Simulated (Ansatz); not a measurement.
Structure of amorphous silicon oxynitride (Si$_{30}$N$_{38}$O$_{3}$) (periodic cell):

```xyz
71
Lattice="9.3993 0.0405 -0.1020 0.0405 9.2847 0.2617 -0.1020 0.2617 9.2485" Properties=species:S:1:pos:R:3 pbc="T T T"
Si     0.6978     0.8539     0.2154
Si     7.2796     9.0348     8.1544
Si     5.9600     3.8849     8.2324
Si     1.4803     5.7725     6.4529
Si     7.0967     7.7393     2.3367
Si     2.4757     6.7611     1.6603
Si     2.2114     7.9993     8.2644
Si     6.5618     2.9492     5.4602
Si     8.6305     0.9593     5.5429
Si     8.5666     2.7882     7.7264
Si     6.3295     6.7309     8.3239
Si     6.3917     7.9453     5.5794
Si     2.2925     3.2495     8.1203
Si     7.2743     1.5288     0.7520
Si     3.6832     3.4745     6.1471
Si     3.4981     5.3055     3.9644
Si     4.7283     2.6789     3.3570
Si     9.2356     5.3134     2.3414
Si     3.0941     8.0794     5.2727
Si     2.2058     0.8244     6.0624
Si     6.3527     5.0693     3.3308
Si     4.3577     4.5910     1.0804
Si     4.2671     1.7816     0.6461
Si     4.5830     8.2623     0.3736
Si     0.1102     7.3013     9.1794
Si     4.6819     7.6399     3.3181
Si     2.5620     0.4910     2.7048
Si     7.7573     5.2025     6.1920
Si     0.0208     2.3099     2.7489
Si     7.1453     0.6528     3.4464
N      0.7355     2.6423     8.5549
N      1.0603     6.7481     7.8270
N      5.3393     3.4252     6.6673
N      5.9027     2.2394     0.0828
N      6.7022     6.5171     6.6005
N      3.1979     5.3249     2.2118
N      5.4328     5.3833     9.0143
N      4.7787     8.3425     4.9346
N      8.7043     1.2599     3.8655
N      7.0897     4.4206     4.7521
N      7.8239     7.5485     9.0008
N      2.8920     8.6133     6.8847
N      3.6514     0.3827     0.0411
N      7.6554     4.2858     7.8047
N      7.6490     6.0053     2.4915
N      2.5352     4.5456     6.9918
N      5.6448     8.3680     8.3369
N      5.4670     3.8973     2.3298
N      1.1127     1.1511     1.8832
N      3.9439     1.5492     2.3688
N      0.4696     3.9030     3.0591
N      3.4946     3.2815     0.1908
N      7.4470     9.1289     6.4355
N      0.7394     6.3980     1.4874
N      8.0248     2.3990     6.1896
N      3.7029     3.6410     4.4512
N      5.4630     7.6745     1.7963
N      2.8803     2.1404     6.8503
N      2.4944     6.3875     5.0831
N      5.0662     6.0581     3.9198
N      8.1413     1.2091     8.6655
N      3.3510     7.0238     0.1743
N      7.1574     8.1917     4.0415
N      2.9952     8.0277     2.7938
N      6.0188     1.8500     4.2068
N      7.2177     0.2116     1.7711
N      2.3542     0.3621     4.4160
N      0.9651     8.8330     9.1757
O      8.1973     2.6208     1.5220
O      0.6100     0.7130     6.4236
O      9.3533     5.3810     5.8384
```

All values below come from PBE, scalar-relativistic without spin-orbit coupling (plane waves to 420 eV, PAW; Ansatz, a first-principles code).

A CHGNet melt-quench gave the starting glass, which DFT then relaxed. O and N atoms were pushed apart under 1.9 Å during the dynamics, to hinder bonds among them. The hot cell started wider than the set density and was brought back towards it in steps. It is the lowest in DFT energy of 2 quenches. It is a model cell: composition and starting density were chosen by hand, and all elements were melted together. No dispersion term was used. Its density started from a set value of 2.93 and ended at 2.93 g/cm³. The quench (nominally 300 K/ps over its main leg) was far faster than any real one, so the model tends to hold more defects than a real film. One small periodic cell is one sample of the glass; other quenches scatter about these values. The volume was held where the preparation left it and the shape relaxed, at a PBE pressure of 1.9 GPa. Stress components on the final sampling reach 2.0 GPa.

Bonds are counted up to Si-Si 2.60 Å, Si-N 2.10 Å, Si-O 2.12 Å, N-N 1.70 Å, N-O 1.64 Å, O-O 1.58 Å. Two cations that share two anions don't count as bonded, nor two that share one unless they lie closer than Si-Si 2.38 Å.

Q: Give the coordination numbers, mean bond lengths and angles.

A: 
- Mean coordination of Si by anions: 3.97 (1 with 3, 29 with 4)
- Mean coordination of N: 2.97 (2 with 2, 35 with 3, 1 with 4)
- Mean coordination of O: 2.00 (3 with 2)
- Mean Si-N bond: 1.756 Å (spread 0.052 Å, 113 counted)
- Mean Si-O bond: 1.643 Å (spread 0.028 Å, 6 counted)
- Bond angle at Si: mean 109.4°, spread 11.7°
- Bond angle at N: mean 116.8°, spread 15.3°

Q: Which atoms depart from the most common coordination of their element?

A: Si18 has 3 (N51 1.63 Å, N54 1.73 Å, N45 1.74 Å); N43 has 2 (Si23 1.64 Å, Si24 1.67 Å); N51 has 2 (Si18 1.63 Å, Si29 1.68 Å); N61 has 4 (Si14 1.75 Å, Si2 1.88 Å, Si10 1.89 Å, Si1 1.98 Å).

Q: List the pairs of like atoms that count as bonded by the rules above.

A: There are none by these rules.
